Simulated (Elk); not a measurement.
A self-consistent single point of Nb3Au (Pm-3n, 8 atoms in the cell) with Elk.

Method: PBEsol, all-electron FP-LAPW, Elk's shipped species files, default APW+lo basis in Elk.

The change in words: lattice scaled by 0.98. Reference geometry:
```
Nb3Au
1.0
    5.29342     0.00000     0.00000
    0.00000     5.29342     0.00000
    0.00000     0.00000     5.29342
Nb Au
6 2
Cartesian
  2.64671   1.32336   0.00000
  2.64671   3.97006   0.00000
  1.32336   0.00000   2.64671
  3.97006   0.00000   2.64671
  0.00000   2.64671   1.32336
  0.00000   2.64671   3.97006
  2.64671   2.64671   2.64671
  0.00000   0.00000   0.00000
```

Reference input (self-consistent single point, DFT, PBEsol, all-electron FP-LAPW, Elk's shipped species files, default APW+lo basis): xctype = 22; swidth = 0.00183747 Ha; ngridk = 5 5 5; maxscl = 100. This run's input differs from it in these lines:

```diff
@@ -13,5 +13,5 @@
 avec
-   10.0031140626    0.0000000000    0.0000000000
-    0.0000000000   10.0031140626    0.0000000000
-    0.0000000000    0.0000000000   10.0031140626
+    9.8030525373    0.0000000000    0.0000000000
+    0.0000000000    9.8030525373    0.0000000000
+    0.0000000000    0.0000000000    9.8030525373
```

Output, abridged:

```
│ Self-consistent loop started │
│ Loop number : 1 │
 total energy                :     -60921.9007720
│ Loop number : 2 │
 total energy                :     -60926.6504072
RMS change in Kohn-Sham potential (target) :   0.3541621968     (  0.1000000000E-05)
Absolute change in total energy (target)   :    4.749635222     (  0.1000000000E-03)
│ Loop number : 3 │
 total energy                :     -60944.4726808
RMS change in Kohn-Sham potential (target) :   0.2921357785     (  0.1000000000E-05)
Absolute change in total energy (target)   :    19.00968239     (  0.1000000000E-03)
│ Loop number : 4 │
   [... lines left out ...]
Absolute change in total energy (target)   :   0.1269037144E-02 (  0.1000000000E-03)
│ Loop number : 16 │
 total energy                :     -60995.9785288
RMS change in Kohn-Sham potential (target) :   0.2471966319E-06 (  0.1000000000E-05)
Absolute change in total energy (target)   :   0.2348304333E-03 (  0.1000000000E-03)
│ Loop number : 17 │
 total energy                :     -60995.9785455
RMS change in Kohn-Sham potential (target) :   0.1509523479E-06 (  0.1000000000E-05)
Absolute change in total energy (target)   :   0.4204738798E-04 (  0.1000000000E-03)
Convergence targets achieved

│ Loop number : 18 │

Energies :
 Fermi                       :     0.410192728626
 total energy                :     -60995.9785625

Density of states at Fermi energy :    431.1306477
 (states/Hartree/unit cell)

Estimated indirect band gap :   0.1324270563E-02
 from k-point      9 to k-point      5
Estimated direct band gap   :   0.3973811125E-02
 at k-point      6

Charges :
 core                        :    264.0000000
 valence                     :    140.0000000
 interstitial                :    13.81128155
 muffin-tins (core leakage)
  species :    1 (Nb)
   atom    1                 :    38.78315515     (  0.3498482357E-05)
   atom    2                 :    38.78315515     (  0.3498482357E-05)
   atom    3                 :    38.78315515     (  0.3498482357E-05)
   [... lines left out ...]
  species :    2 (Au)
   atom    1                 :    78.74489378     (  0.9849288239E-04)
   atom    2                 :    78.74489378     (  0.9849288239E-04)
 total in muffin-tins        :    390.1887185
 total calculated charge     :    404.0117010
 total charge                :    404.0000000
 error                       :   0.1170103852E-01

│ Self-consistent loop stopped │
```

The run converged in 18 iterations. The count includes the last loop, which Elk runs after its targets are met. 

The starting cell comes from a database of computed structures (which also holds hypothetical and non-ambient phases and stackings), without a prior relaxation at this level. Its lattice was rescaled by a random factor within 2.5 % of one. For this run, on top of that: lattice scaled by 0.98. Spin-orbit coupling is off. Spin polarisation is off. Values depend on the basis (sphere radii, cutoffs, local orbitals), which need not be converged. The log's line on a gap gives a spacing of levels on this mesh, which the program prints for metals too.

Cost on one core of a shared machine: roughly 70 s.
